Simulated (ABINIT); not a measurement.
ABINIT run on TiNbC2 (R-3m, 4 atoms in the cell): self-consistent single point.

Method: PBEsol, norm-conserving pseudopotentials (PseudoDojo nc-sr-04 PBEsol standard) (plane waves; ABINIT 10.0.3).

The change in words: lattice scaled by 0.98. Reference geometry:
```xyz
4
Lattice="1.5652 0.9037 5.0967 -1.5652 0.9037 5.0967 0.0000 -1.8074 5.0967" Properties=species:S:1:pos:R:3 pbc="T T T"
Ti     0.0000     0.0000     7.6450
Nb     0.0000     0.0000     0.0000
C      0.0000     0.0000    11.5047
C      0.0000     0.0000     3.7854
```

Reference input (self-consistent single point, DFT, PBEsol, plane waves, norm-conserving pseudopotentials (PseudoDojo nc-sr-04 PBEsol standard)): pseudos = [Ti.upf, Nb.upf, C.upf]; ecut = 42 Ha; occopt = 7; tsmear = 0.05 eV; ngkpt = 8 8 8; nshiftk = 1; shiftk = 0 0 0; potentials = PseudoDojo nc-sr-04 PBEsol standard; nband = 23; kptopt = 1; nstep = 100; tolvrs = 1e-10. This run's input differs from it in these lines:

```diff
@@ -3,7 +3,7 @@
 pseudos "Ti.upf, Nb.upf, C.upf"
-acell 10.2190040126 10.2190040126 10.2190040126
+acell 10.0146237867 10.0146237867 10.0146237867
 rprim
-         0.2894447260    0.1671109905    0.9424943859
-        -0.2894447260    0.1671109905    0.9424943859
-        -0.0000000000   -0.3342219810    0.9424943859
+         0.2894447571    0.1671109581    0.9424943821
+        -0.2894447571    0.1671109581    0.9424943821
+        -0.0000000000   -0.3342220671    0.9424943553
 natom 4
```

Output, abridged:

```
--- !BeginCycle
solver: {iscf: 7, nstep: 100, nline: 4, wfoptalg: 0, }
tolerances: {tolvrs: 1.00E-10, }
...

     iter   Etot(hartree)      deltaE(h)  residm     vres2
 ETOT  1  -132.97550349432    -1.330E+02 1.535E-01 1.098E+04
 ETOT  2  -132.08399465153     8.915E-01 1.246E-01 2.016E+04
 ETOT  3  -133.56958538107    -1.486E+00 3.564E-02 3.964E+03
 ETOT  4  -133.67894418474    -1.094E-01 3.902E-02 2.857E+01
 ETOT  5  -133.67937451090    -4.303E-04 1.354E-02 2.596E+01
   [... 6 lines left out ...]
 ETOT 12  -133.68062694434    -3.864E-10 8.504E-04 6.792E-07
 ETOT 13  -133.68062694438    -3.229E-11 9.164E-04 1.038E-08
 ETOT 14  -133.68062694438    -5.400E-13 3.909E-04 7.343E-10
 ETOT 15  -133.68062694438    -2.274E-13 3.841E-04 8.387E-12
 At SCF step   15       vres2   =  8.39E-12 < tolvrs=  1.00E-10 =>converged.

 Cartesian components of stress tensor (hartree/bohr^3)
  sigma(1 1)= -3.06409195E-04  sigma(3 2)= -1.30823824E-12
  sigma(2 2)= -3.06409189E-04  sigma(3 1)=  0.00000000E+00
  sigma(3 3)= -3.09744355E-04  sigma(2 1)=  0.00000000E+00

 ----iterations are completed or convergence reached----

 reduced coordinates (array xred) for    4 atoms
       0.500000000000      0.500000000000      0.500000000000
       0.000000000000      0.000000000000      0.000000000000
       0.752426000000      0.752426000000      0.752426000000
       0.247574000000      0.247574000000      0.247574000000
 cartesian forces (eV/Angstrom) at end:
    1     -0.00000000000000     0.00000000000000    -0.00000000000000
   [... lines left out ...]
 Fermi (or HOMO) energy (eV) =  14.02934   Average Vxc (eV)= -13.56060
   [... lines left out ...]
total_energy        : -1.33680626944376E+02
total_energy_eV     : -3.63763485442887E+03
band_energy         : -8.81714214932387E+00
...

-Cartesian components of stress tensor (GPa)         [Pressure=  9.0476E+00 GPa]
- sigma(1 1)= -9.01486823E+00  sigma(3 2)= -3.84896914E-08
- sigma(2 2)= -9.01486807E+00  sigma(3 1)=  0.00000000E+00
- sigma(3 3)= -9.11299202E+00  sigma(2 1)=  0.00000000E+00

 Calculation completed.
```

The run converged in 15 iterations. Against the reference run the free energy drops by 1.2 meV/atom, the pressure goes from -8.84 to 9.05 GPa and the largest force goes from 0.191 to 0.006 eV/Å.

The starting cell comes from a database of computed structures (which also holds hypothetical and non-ambient phases and stackings), without a prior relaxation at this level. For this run, on top of that: lattice scaled by 0.98. Spin polarisation is off. With a pressure of about 9 GPa the cell is away from its equilibrium volume at this level.

Cost on one core of a shared machine: roughly 4 min.
